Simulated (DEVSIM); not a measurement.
Structure: abrupt Si p-n junction, at 350 K.

```tsv
layer (left to right)	material	thickness (μm)	Nd (cm⁻³)	Na (cm⁻³)	τn (s)	τp (s)
1	Si	0.160	-	1.3e15	1.4e-6	1.4e-6
2	Si	6.50	2.3e17	-	1.4e-6	1.4e-6
```

Left contact: ohmic. Right contact: ohmic. Voltage is applied to the left contact. Recombination: SRH at mid-gap, radiative, Auger. Mobility is μmin + (μ − μmin)/(1 + (N/Nref)^α).

This is a model device: material constants are rounded textbook-type values typed into the input, and sizes, dopings and lifetimes were drawn at random. Values at 300 K; Nc and Nv go as T^1.5, mobilities as T to minus their exponent, the gap by Varshni's rule with the affinity fixed.

```
parameter               Si
----------------  --------
gap (eV)             1.124
affinity (eV)         4.05
permittivity          11.7
Nc (cm⁻³)          2.86e19
Nv (cm⁻³)           3.1e19
μn (cm²/Vs)           1417
μp (cm²/Vs)            470
μn,min                  52
μp,min                  45
Nref,n              9.7e16
Nref,p              2.2e17
αn                    0.68
αp                    0.72
T exponent of μn       2.3
T exponent of μp       2.2
B (cm³/s)          4.7e-15
Cn (cm⁶/s)         2.8e-31
Cp (cm⁶/s)         9.9e-32
Varshni α (eV/K)  0.000473
Varshni β (K)          636
```

Model (solved in DEVSIM): 1D drift-diffusion, Boltzmann statistics, complete ionisation; no tunnelling, impact ionisation, image-force lowering or self-heating.

The temperature was swept, all else fixed.

```tsv
temperature (K)	dark forward voltage at 100 A/cm² (V)	largest field in the device at zero bias (V/cm)	potential step across the device at zero bias (V)
250	0.642	51000	0.827
300	0.525	47000	0.739
350	0.404	43000	0.647
400	0.283	41000	0.553
450	0.160	38000	0.456
500	0.059	37000	0.359
```

From the first row to the last the dark forward voltage at 100 A/cm² goes from 0.642 to 0.059. From the first row to the last the largest field in the device at zero bias goes from 51000 to 37000.
